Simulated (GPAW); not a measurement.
**Input and output of a self-consistent single point for Cs2LiTaI6 (Fm-3m, 10 atoms in the cell) (GPAW)**

Method: PBEsol, GPAW PAW datasets PBEsol (made by gpaw-setup) (plane waves; GPAW).

Input:

```python
from ase import Atoms
from ase.dft.kpoints import monkhorst_pack
from ase.units import GPa
from gpaw import GPAW

atoms = Atoms(['Cs', 'Cs', 'Li', 'Ta', 'I', 'I', 'I', 'I', 'I', 'I'],
              cell=[[0.000000, 5.886700, 5.886700],
                    [5.886700, 0.000000, 5.886700],
                    [5.886700, 5.886700, 0.000000]],
              positions=[[2.943350, 2.943350, 2.943350],
                         [8.830050, 8.830050, 8.830050],
                         [0.000000, 0.000000, 0.000000],
                         [5.886700, 5.886700, 5.886700],
                         [8.741043, 5.886700, 5.886700],
                         [3.032357, 5.886700, 5.886700],
                         [5.886700, 8.741043, 5.886700],
                         [5.886700, 3.032357, 5.886700],
                         [5.886700, 5.886700, 8.741043],
                         [5.886700, 5.886700, 3.032357]],
              pbc=True)

atoms.set_initial_magnetic_moments([0.0, 0.0, 0.0, 1.0, 0.0, 0.0, 0.0, 0.0, 0.0, 0.0])

calc = GPAW(spinpol=True,
            mode={'name': 'pw', 'ecut': 550},
            xc='PBEsol',
            kpts=monkhorst_pack((3, 3, 3)) + [0.5 / 3, 0.5 / 3, 0.5 / 3],
            occupations={'name': 'marzari-vanderbilt', 'width': 0.05},
            nbands=-16,
            convergence={'density': 1e-05, 'energy': 1e-05},
            symmetry={'symmorphic': False, 'tolerance': 0.0005},
            maxiter=120)

atoms.calc = calc

energy = atoms.get_potential_energy()
print('Energy (eV):', round(energy, 6))
forces = atoms.get_forces()
print('Forces (eV/Ang):')
print(forces.round(5))
stress = atoms.get_stress()
print('Stress (GPa, Voigt):', (stress / GPa).round(4))
```

The program printed (abridged):

```
Input parameters:
  convergence: {density: 1e-05,
                energy: 1e-05}
  kpts: [[-0.16666667 -0.16666667 -0.16666667],
         [-0.16666667 -0.16666667  0.16666667],
         [-0.16666667 -0.16666667  0.5       ],
         ...,
         [ 0.5         0.5        -0.16666667],
         [ 0.5         0.5         0.16666667],
         [ 0.5         0.5         0.5       ]]
  maxiter: 120
  mode: {ecut: 550,
         name: pw}
  nbands: -16
  occupations: {name: marzari-vanderbilt,
                width: 0.05}
  spinpol: True
  symmetry: {symmorphic: False,
             tolerance: 0.0005}
  xc: PBEsol

species:
  Cs:
    name: Caesium
    Z: 55.0
    valence: 9
    core: 46
    charge: 0.0
    file: Cs.PBEsol.gz

    # Using partial waves for Cs as LCAO basis

  Li:
    name: Lithium
    Z: 3.0
    valence: 1
    core: 2
    charge: 0.0
    file: Li.PBEsol.gz

    # Using partial waves for Li as LCAO basis

  Ta:
    name: Tantalum
    Z: 73.0
    valence: 13
    core: 60
    charge: 0.0
    file: Ta.PBEsol.gz

    # Using partial waves for Ta as LCAO basis

  I:
    name: Iodine
    Z: 53.0
    valence: 7
    core: 46
    charge: 0.0
    file: I.PBEsol.gz

    # Using partial waves for I as LCAO basis

Reference energy: -2008437.316786  # eV

Spin-polarized calculation.
Initial magnetic moment: 1.000000

Convergence criteria:
 Maximum [total energy] change in last 3 cyles: 1e-05 eV / valence electron
 Maximum integral of absolute [dens]ity change: 1e-05 electrons / valence electron
 Maximum integral of absolute [eigenst]ate change: 4e-08 eV^2 / valence electron
 Maximum number of scf [iter]ations: 120

Symmetries present (total): 48
Symmetries with fractional translations: 0

  ( 1  0  0) + (   0)  ( 1  0  0) + (   0)  ( 1  0  0) + (   0)
  ( 1  0 -1) + (   0)  ( 1 -1  0) + (   0)  ( 0  1  0) + (   0)
  ( 1 -1  0) + (   0)  ( 1  0 -1) + (   0)  ( 0  0  1) + (   0)

   [... lines left out ...]
  2 bands from random numbers

Atomic positions and initial magnetic moments

Positions:
   0 Cs     2.943350    2.943350    2.943350    ( 0.0000,  0.0000,  0.0000)
   1 Cs     8.830050    8.830050    8.830050    ( 0.0000,  0.0000,  0.0000)
   2 Li     0.000000    0.000000    0.000000    ( 0.0000,  0.0000,  0.0000)
   3 Ta     5.886700    5.886700    5.886700    ( 0.0000,  0.0000,  1.0000)
   4 I      8.741043    5.886700    5.886700    ( 0.0000,  0.0000,  0.0000)
   5 I      3.032357    5.886700    5.886700    ( 0.0000,  0.0000,  0.0000)
   6 I      5.886700    8.741043    5.886700    ( 0.0000,  0.0000,  0.0000)
   7 I      5.886700    3.032357    5.886700    ( 0.0000,  0.0000,  0.0000)
   8 I      5.886700    5.886700    8.741043    ( 0.0000,  0.0000,  0.0000)
   9 I      5.886700    5.886700    3.032357    ( 0.0000,  0.0000,  0.0000)

Unit cell:
           periodic     x           y           z      points  spacing
  1. axis:    yes    0.000000    5.886700    5.886700    48     0.1416
  2. axis:    yes    5.886700    0.000000    5.886700    48     0.1416
  3. axis:    yes    5.886700    5.886700    0.000000    48     0.1416

  Lengths:   8.325051   8.325051   8.325051
  Angles:   60.000000  60.000000  60.000000

Effective grid spacing dv^(1/3) = 0.1545
     iter     time        total  log10-change:  magmom
                         energy   eigst   dens
iter:   1 --:--:--   -33.963952                   +1.0035
iter:   2 --:--:--   -34.171358   -1.50  -1.43    +1.7011
iter:   3 --:--:--   -34.025250   -2.32  -1.46    +2.0196
iter:   4 --:--:--   -34.013249   -2.43  -1.61    +2.0205
iter:   5 --:--:--   -33.989914   -2.81  -1.77    +2.0063
iter:   6 --:--:--   -34.016367   -2.53  -1.99    +2.0037
iter:   7 --:--:--   -33.975914   -2.91  -2.05    +2.0015
iter:   8 --:--:--   -33.976076   -3.89  -2.66    +2.0005
iter:   9 --:--:--   -33.976317c  -4.45  -2.72    +2.0003
iter:  10 --:--:--   -33.975762c  -4.39  -2.96    +2.0001
iter:  11 --:--:--   -33.975661c  -5.69  -3.15    +2.0001
iter:  12 --:--:--   -33.975663c  -6.55  -3.38    +2.0000
iter:  13 --:--:--   -33.975674c  -6.00  -3.39    +2.0000
iter:  14 --:--:--   -33.975663c  -7.22  -3.42    +2.0000
iter:  15 --:--:--   -33.975699c  -6.39  -3.40    +2.0000
iter:  16 --:--:--   -33.975682c  -6.41  -3.47    +2.0000
iter:  17 --:--:--   -33.975683c  -7.00  -3.54    +2.0000
iter:  18 --:--:--   -33.975675c  -6.82  -3.58    +2.0000
iter:  19 --:--:--   -33.975666c  -6.14  -3.85    +2.0000
iter:  20 --:--:--   -33.975665c  -7.13  -4.09    +2.0000
iter:  21 --:--:--   -33.975665c  -8.13c -4.19    +2.0000
iter:  22 --:--:--   -33.975665c  -7.81c -4.22    +2.0000
iter:  23 --:--:--   -33.975666c  -8.72c -4.43    +2.0000
iter:  24 --:--:--   -33.975666c  -9.97c -4.61    +2.0000
iter:  25 --:--:--   -33.975666c  -8.51c -4.61    +2.0000
iter:  26 --:--:--   -33.975666c  -8.67c -4.67    +2.0000
iter:  27 --:--:--   -33.975666c -10.19c -5.62c   +2.0000
Converged after 27 iterations.

Dipole moment: (-0.000000, -0.000000, -0.000000) |e|*Ang

Total magnetic moment: (0.000000, 0.000000, 2.000000)
Local magnetic moments:
   0 Cs ( 0.000000,  0.000000,  0.001140)
   1 Cs ( 0.000000,  0.000000,  0.001140)
   2 Li ( 0.000000,  0.000000, -0.001903)
   3 Ta ( 0.000000,  0.000000,  1.326077)
   4 I  ( 0.000000,  0.000000, -0.002794)
   5 I  ( 0.000000,  0.000000, -0.002794)
   6 I  ( 0.000000,  0.000000, -0.002794)
   7 I  ( 0.000000,  0.000000, -0.002794)
   8 I  ( 0.000000,  0.000000, -0.002794)
   9 I  ( 0.000000,  0.000000, -0.002794)

Energy contributions relative to reference atoms: (reference = -2008437.316786)

Kinetic:        +26.769021
Potential:      -27.751602
External:        +0.000000
XC:             -32.531694
Entropy (-ST):   -0.001993
Local:           -0.459398
SIC:             +0.000000
--------------------------
Free energy:    -33.975666
Extrapolated:   -33.975666

Spin contamination: 0.124186 electrons
Showing only first 2 kpts
                      Up                     Down
 Kpt  Band  Eigenvalues  Occupancy  Eigenvalues  Occupancy
  0    35      2.38351    1.00000      2.40170    1.00000
  0    36      3.97296    1.00000      5.04662    0.00000
  0    37      4.18317    0.82767      5.25436    0.00000
  0    38      4.20710    0.47945      5.28104    0.00000

  1    35      2.41510    1.00000      2.43245    1.00000
  1    36      3.97256    1.00000      5.02977    0.00000
  1    37      4.00947    1.00000      5.07225    0.00000
  1    38      4.00947    1.00000      5.07225    0.00000

Fermi level: 4.21267

No gap
No difference between direct/indirect transitions
Energy (eV): -33.975666

Forces in eV/Ang:
  0 Cs   -0.00000    0.00000   -0.00000
  1 Cs    0.00000    0.00000   -0.00000
  2 Li   -0.00000    0.00000    0.00000
  3 Ta    0.00000   -0.00000    0.00000
  4 I    -0.16640   -0.00000    0.00000
  5 I     0.16640    0.00000    0.00000
  6 I    -0.00000   -0.16640    0.00000
  7 I    -0.00000    0.16640    0.00000
  8 I    -0.00000    0.00000   -0.16640
  9 I     0.00000    0.00000    0.16640

Stress tensor:
     0.008542    -0.000000    -0.000000
    -0.000000     0.008542     0.000000
    -0.000000     0.000000     0.008542
Stress (GPa, Voigt): [ 1.3686  1.3686  1.3686  0.     -0.     -0.    ]
```

The run converged in 27 iterations. GPAW prints stress with tension positive.

The starting cell comes from a database of computed structures (which also holds hypothetical and non-ambient phases and stackings), without a prior relaxation at this level. Spin-orbit coupling is off. With one magnetic atom in the cell only a parallel order is possible.

Cost on one core of a shared machine: roughly 7 min.
